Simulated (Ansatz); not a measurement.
Consider Mg-vacancy pair (Mg on one host Al site, one Al site vacant) in fcc Al, neutral cell. Calculation: PBE, PAW (plane waves to 420 eV; Ansatz, a first-principles code).

Cell of 32 host sites held at the relaxed PBE lattice; a 4×4×4 k-point mesh shifted by half a step; Fermi-Dirac width 0.10 eV, spin-restricted; finite-size errors left in. Energies are static. Forms of the defect that were not tried may lie lower. The start lies 0.073 eV above the lowest site run (PBE). The order of the sites in energy changes with the mesh.

Barriers: single points on a 6×6×6 k-point mesh shifted by half a step at the bands' geometries (they differ from the bands' own by up to 0.05 eV, and are uncertain by about as much).

Relaxed starting cell (atoms counted from 1):

```
CELL_PARAMETERS angstrom
      8.08392     0.00000     0.00000
      0.00000     8.08392     0.00000
      0.00000     0.00000     8.08392
ATOMIC_POSITIONS crystal
  Mg 0.99960 0.01118 0.01255
  Al 0.99952 0.00381 0.49408
  Al 0.99967 0.49317 0.00489
  Al 0.99958 0.49704 0.49825
  Al 0.49964 0.99818 0.99928
  Al 0.49950 0.99885 0.50435
  Al 0.49980 0.50322 0.00011
  Al 0.49959 0.50179 0.50300
  Al 0.99974 0.25322 0.74917
  Al 0.99963 0.74791 0.25449
  Al 0.99961 0.74882 0.75000
  Al 0.49958 0.25251 0.25377
  Al 0.49972 0.25119 0.74850
  Al 0.49948 0.74726 0.25238
  Al 0.49959 0.74918 0.75043
  Al 0.25536 0.00121 0.25555
  Al 0.25099 0.99956 0.74978
  Al 0.24679 0.49662 0.25260
  Al 0.25147 0.50161 0.75016
  Al 0.74379 0.00106 0.25560
  Al 0.74827 0.99946 0.74953
  Al 0.75242 0.49659 0.25231
  Al 0.74780 0.50149 0.75019
  Al 0.25537 0.25450 0.00234
  Al 0.24692 0.25124 0.49785
  Al 0.25103 0.74847 0.00067
  Al 0.25138 0.74908 0.50286
  Al 0.74388 0.25429 0.00231
  Al 0.75226 0.25129 0.49782
  Al 0.74810 0.74849 0.00049
  Al 0.74776 0.74891 0.50272
```

End state 1 differs by these moves (Å; atoms that move under 0.08 Å are left out):

```csv
atom,element,Δx,Δy,Δz
1,Mg,0.00,-0.08,-0.09
3,Al,0.00,-1.90,1.99
```

Q: Give the forward and backward barriers to end state 1 at the level PBE, PAW.

A: forward 0.52 eV, backward 0.55 eV; at the saddle point atom 3 has neighbours 2 Al at 2.63, 2 Al at 2.64, 2 Al at 3.11, Al at 3.16; Mg at 3.09 Å. The saddle point's order was not checked, and it lies on a symmetry element of the cell, where a band can be held.

End state 2 differs by these moves (Å; atoms that move under 0.08 Å are left out):

```tsv
atom	element	Δx	Δy	Δz
1	Mg	0.00	1.84	1.84
2	Al	0.00	-0.05	0.08
3	Al	0.00	0.08	-0.05
9	Al	0.00	-0.05	0.08
10	Al	0.00	0.08	-0.05
```

Q: Predict the forward and backward barriers to end state 2 from PBE, PAW.

A: forward 0.45 eV, backward 0.45 eV; at the saddle point atom 1 has neighbours 4 Al at 2.71, 4 Al at 3.15 Å. The saddle point's order was not checked, and it lies on a symmetry element of the cell, where a band can be held.

End state 3 differs by these moves (Å; atoms that move under 0.08 Å are left out):

```json
[
 {"atom": "1", "element": "Mg", "Δx": "-0.01", "Δy": "-0.08", "Δz": "-0.08"},
 {"atom": "22", "element": "Al", "Δx": "1.96", "Δy": "-1.93", "Δz": "0.02"}
]
```

Q: What is the computed forward and backward barriers to end state 3 (PBE, PAW)?

A: forward 0.54 eV, backward 0.56 eV; at the saddle point atom 22 has neighbours 2 Al at 2.63, 2 Al at 2.64, Al at 3.07, Al at 3.11, Al at 3.16, Al at 3.17 Å. The saddle point's order was not checked.

End state 4 differs by these moves (Å; atoms that move under 0.08 Å are left out):

```
atom  element    Δx     Δy     Δz
----  -------  ----  -----  -----
1          Mg  0.00  -0.08  -0.08
4          Al  0.00  -1.93  -1.93
```

Q: Estimate the forward and backward barriers to end state 4 that PBE, PAW returns for this input.

A: forward 0.55 eV, backward 0.63 eV; at the saddle point atom 4 has neighbours 4 Al at 2.62, 2 Al at 3.09, 2 Al at 3.11 Å. The saddle point's order was not checked, and it lies on a symmetry element of the cell, where a band can be held.
